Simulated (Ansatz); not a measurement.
## SnO: response to strain

Take SnO (space group P4/nmm, No. 129; a = 3.7934 Å, c = 4.7642 Å; layered, stacked along the Cartesian z axis) as the base. Axes: x, y, z lie along a, b, c of the conventional cell.

Strains are applied to the cell and any free atomic positions relax; under biaxial strain the out-of-plane vector relaxes too.

The values are results of r2SCAN+rVV10 (Ansatz, an electronic-structure program; PAW; 500 eV plane waves; scalar-relativistic without spin-orbit coupling), not measurements.

Notes on the quantities. energy relative to the base: free energy F; pressure: mean of the normal stresses, compression positive.

| change | largest internal atomic displacement | energy relative to the base | volume per atom | pressure |
|---|---|---|---|---|
| base | – | 0 meV/atom | 17.14 Å³ | 0.0 GPa |
| biaxial strain −1.86 %, plane normal [001], relaxed out of plane | – | – | 16.68 Å³ | 2.5 GPa |
| isotropic strain +0.51 % | [?] | +0.7 meV/atom | 17.40 Å³ | [?] |
| isotropic strain +0.60 % | 0.013 Å | +0.9 meV/atom | 17.45 Å³ | [?] |
| uniaxial strain ε_zz = −3.98 % | 0.037 Å | +3.9 meV/atom | 16.46 Å³ | [?] |

Question: Complete the table.

Answer: 
- isotropic strain +0.51 %, largest internal atomic displacement: 0.011 Å
- isotropic strain +0.51 %, pressure: -0.8 GPa
- isotropic strain +0.60 %, pressure: -1.0 GPa
- uniaxial strain ε_zz = −3.98 %, pressure: 1.1 GPa

A case with no gap was solved on a k-mesh chosen for an insulator, which is coarse for it. No phonon test of stability was made. The base started in Cmce and relaxed to P4/nmm at this level. All final runs are without spin polarisation.
